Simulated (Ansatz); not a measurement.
A working Ansatz (a program for electronic structure) input for Al2Pt (Fm-3m, 3 atoms in the cell) (DFT, PBE, plane waves, default PAW files):

Ansatz 0.2 input:
```yaml
crystal:
  lattice:
    - [0.000000, 2.987509, 2.987509]
    - [2.987509, 0.000000, 2.987509]
    - [2.987509, 2.987509, 0.000000]
  atoms:
    - { symbol: Al, position: [0.250000, 0.250000, 0.250000] }
    - { symbol: Al, position: [0.750000, 0.750000, 0.750000] }
    - { symbol: Pt, position: [0.000000, 0.000000, 0.000000] }
kpoints:
  mp_grid:
    grid: [13, 13, 13]
hamiltonian:
  xc: pbe
  pseudopotentials:
    kind: paw
scf:
  occupations:
    method: cold
    width: 0.136 eV
output:
  forces: true
  eigenvalues: true
  stress: true
```

The run converged in 6 iterations: free energy E − TS (on the zero of these files) -13600.6671 eV; Fermi level (on the code's own zero) 10.90 eV; pressure -1.86 GPa. Each of these slips is then made, one at a time:

(1)
```diff
-    grid: [13, 13, 13]
+    grid: [1, 1, 1]
```

(2)
```diff
-  xc: pbe
+  xc: gga
```

Q: Predict the outcome of each change.

A: 
(1) A single k-point for a small metallic cell. The run converged in 7 iterations without an error; against the sound input the free energy goes up by 5.33 eV/atom and the pressure goes from -1.86 to 44.36 GPa.

(2) A value that the program does not know. The program stopped before any SCF iteration.
```
Error: YAML parse error: error: line 14 column 7: hamiltonian.xc: unknown variant `gga`, expected one of `lda`, `lda-pw`, `pw92`, `pbe`, `pbesol`, `rpbe`, `revpbe`, `blyp`, `pbe0`, `revpbe0`, `b3lyp`, `b3lyp5`, `hse06`, `wpbeh`, `hiss`, `lc_wpbe`, `cam_b3lyp`, `hf`, `r2scan`, `r2scanh`, `r2scan0`, `r2scan50`, `mr2scan`
  --> <input>:14:7
   |
12 |  [...]
```

The starting cell comes from a database of computed structures (which also holds hypothetical and non-ambient phases and stackings), without a prior relaxation at this level. Its lattice was rescaled by a random factor within 2.5 % of one. Spin polarisation is off. Ansatz's pressure includes its estimate of the finite-basis (Pulay) stress.

Left out of this page: 2 runs of the series outside the window shown, repeating another row's setting, or not comparable; 1 run of the series stopped by limits of time or memory.
